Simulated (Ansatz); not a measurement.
## Hypothetical anatase SrBr2, response to strain

Start from SrBr$_{2}$ in the anatase structure (space group I4_1/amd, No. 141; a = 6.0426 Å, c = 14.5087 Å; a hypothetical phase, not in the database extracts checked). Axes: x, y, z lie along a, b, c of the conventional cell.

Strains are applied to the cell and any free atomic positions relax; under biaxial strain the out-of-plane vector relaxes too.

Levels (all Ansatz, a quantum-chemistry and plane-wave program, PAW): PBE (420 eV, spin-orbit coupling left out); PBEsol (420 eV, no spin-orbit coupling).

The base cell above is that of PBE; each level relaxes its own structures.

| case | shift of the gap caused by the change, PBE | shift of the gap caused by the change, PBEsol |
|---|---|---|
| biaxial strain −3.36 %, plane normal [001], relaxed out of plane | +0.11 eV | +0.12 eV |
| biaxial strain −1.04 %, plane normal [001], relaxed out of plane | +0.04 eV | +0.04 eV |
| biaxial strain +1.19 %, plane normal [001], relaxed out of plane | -0.05 eV | -0.06 eV |
| biaxial strain +1.23 %, plane normal [001], relaxed out of plane | -0.05 eV | -0.06 eV |
| isotropic strain +0.82 % | -0.05 eV | -0.05 eV |
| isotropic strain +2.32 % | -0.15 eV | -0.13 eV |
| isotropic strain +4.21 % | -0.27 eV | -0.24 eV |
| strain tensor (xx, yy, zz, yz, xz, xy) = (+0.48, +0.45, +0.22, +0.21, +0.24, +0.74) % | -0.03 eV | -0.03 eV |

The two levels differ by at most about 0.03 eV. Near ties aside, they put the cases in the same order.

No phonon test of stability was made.
